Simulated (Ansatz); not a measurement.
We consider rock-salt LaTe, described by PBEsol-D3(BJ) in Ansatz (PAW).

Numerical settings: plane-wave cutoff 520 eV, 16×16×16 k mesh, Fermi–Dirac smearing 0.05 eV, scalar-relativistic PAW data made under PBE.

Pressure at four volumes; x = ln(V/31.321 Å³). One pressure is withheld.

```json
[
 {"V (Å³/atom)": "29.442", "x": "-0.0619", "P (GPa)": "?"},
 {"V (Å³/atom)": "30.068", "x": "-0.0408", "P (GPa)": "3.06"},
 {"V (Å³/atom)": "31.321", "x": "0.0000", "P (GPa)": "0.01"},
 {"V (Å³/atom)": "33.200", "x": "0.0583", "P (GPa)": "-3.48"}
]
```

**Question.** Pass a parabola P(x) through the three rows shown, estimate the bulk modulus and its pressure derivative near zero pressure, and predict the withheld pressure.

**Answer.** Slopes between the rows: (0.01 − (3.06))/(0.0000 − (-0.0408)) = -74.75 and (-3.48 − (0.01))/(0.0583 − (0.0000)) = -59.86 GPa. Their difference over the span 0.0991 is c = 14.89/0.0991 = 150.3 GPa, so P(x) = 3.06 + (-74.75)(x − (-0.0408)) + 150.3 (x − (-0.0408))(x − (0.0000)). At the middle row B = −dP/dx = −[-74.75 + 150.3 × 0.0408] = 68.6 GPa, and B′ = dB/dP = 2c/B = 4.4. At x = -0.0619 the parabola gives 4.83 GPa; the run gives 4.86 GPa. The Birch–Murnaghan fit to the energies at all volumes has B0 = 68.2 GPa and B′ = 4.5.

Note: the volume lies 6 % below that of the published cell.

Spin–orbit coupling is not included; it can open a gap where bands touch, and shift volumes and moduli.

Ansatz is a program for electronic structure.
